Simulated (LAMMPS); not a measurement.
Atomistic model of a slab of Ta (bcc) cut on the (-110) plane, one half shifted rigidly along [111] and [11-2] of the cubic cell, atoms relaxed along the normal alone.

Model: machine-learned potential (static), pair style snap, file Ta06A.snap (LAMMPS).

```tsv
shift along [111], in periods of 2.872 Å	γ (mJ/m²)
0.000	0.000
0.08333	91.5
0.1667	321
0.2500	609
0.3333	881
0.4167	1070
0.5000	1140
0.5833	1070
0.6667	881
0.7500	609
0.8333	321
0.9167	91.5
1.000	0.000
```

Main features:
- largest energy on the line along [111]: 1140 mJ/m²
